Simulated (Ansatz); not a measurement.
Energy of zinc-blende NaCl (model structure) less that of rock-salt NaCl, by level of theory

No measured value is used here.

Question: Put these levels in order of the energy of zinc-blende NaCl (model structure) less that of rock-salt NaCl that they give for NaCl, smallest first: PBE0 (Ansatz, an electronic-structure program), PBEsol (Ansatz), r²SCAN (Ansatz).

Answer: PBE0 (76 meV/atom), PBEsol (97 meV/atom), r²SCAN (113 meV/atom)

Values are at the level's own relaxed cell; PBE0 at the r²SCAN cell. Ansatz's density-functional and Hartree–Fock values are scalar-relativistic unless marked +SOC, with PAW data made under PBE.

A model structure was made by putting elements into a prototype or built by hand; it is no filed structure, need not be a known phase, and can be a saddle point held by its symmetry.
